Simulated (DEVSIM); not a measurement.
## GaSb p-n junction from an implanted or diffused profile

System: GaSb p-n junction from an implanted or diffused profile, at 300 K.

```tsv
layer (left to right)	material	thickness (μm)	Nd (cm⁻³)	τn (s)	τp (s)
1	GaSb	4.00	2.4e14	5.6e-9	5.6e-9
```

Added acceptor profile: 2.7e16 cm⁻³ × exp(−(x − 0 μm)²/(2·(0.14 μm)²)). Left contact: ohmic. Right contact: ohmic. Voltage is applied to the left contact. Recombination: SRH at mid-gap, radiative, Auger. Mobility is μmin + (μ − μmin)/(1 + (N/Nref)^α).

This is a model device: material constants are rounded textbook-type values typed into the input, and sizes, dopings and lifetimes were drawn at random. Values at 300 K.

| parameter | GaSb |
|---|---|
| gap (eV) | 0.726 |
| affinity (eV) | 4.06 |
| permittivity | 15.7 |
| Nc (cm⁻³) | 2.1e17 |
| Nv (cm⁻³) | 1.8e19 |
| μn (cm²/Vs) | 5000 |
| μp (cm²/Vs) | 850 |
| μn,min | 1000 |
| μp,min | 190 |
| Nref,n | 2.8e17 |
| Nref,p | 9e17 |
| αn | 1.05 |
| αp | 0.65 |
| B (cm³/s) | 1e-10 |
| Cn (cm⁶/s) | 5e-30 |
| Cp (cm⁶/s) | 5e-30 |

DEVSIM, 1D drift-diffusion, Boltzmann statistics, complete ionisation; no tunnelling, impact ionisation, image-force lowering or self-heating.

| Item | Value |
|---|---|
| Potential step across the device at zero bias | 0.383 V |
| Dark forward voltage at 1 A/cm² | 0.216 V |
| Dark forward voltage at 100 A/cm² | 0.396 V |

Dark forward current:

```json
[
 {"V (V)": "0.05", "J (A/cm²)": "0.0033"},
 {"V (V)": "0.10", "J (A/cm²)": "0.019"},
 {"V (V)": "0.15", "J (A/cm²)": "0.11"},
 {"V (V)": "0.25", "J (A/cm²)": "3.1"},
 {"V (V)": "0.30", "J (A/cm²)": "14"},
 {"V (V)": "0.35", "J (A/cm²)": "44"},
 {"V (V)": "0.40", "J (A/cm²)": "110"},
 {"V (V)": "0.45", "J (A/cm²)": "200"},
 {"V (V)": "0.55", "J (A/cm²)": "460"},
 {"V (V)": "0.60", "J (A/cm²)": "590"},
 {"V (V)": "0.65", "J (A/cm²)": "730"},
 {"V (V)": "0.70", "J (A/cm²)": "850"},
 {"V (V)": "0.80", "J (A/cm²)": "1100"},
 {"V (V)": "0.85", "J (A/cm²)": "1200"},
 {"V (V)": "0.90", "J (A/cm²)": "1300"},
 {"V (V)": "0.95", "J (A/cm²)": "1400"},
 {"V (V)": "1.00", "J (A/cm²)": "1500"},
 {"V (V)": "1.10", "J (A/cm²)": "1600"},
 {"V (V)": "1.15", "J (A/cm²)": "1700"},
 {"V (V)": "1.20", "J (A/cm²)": "1800"}
]
```
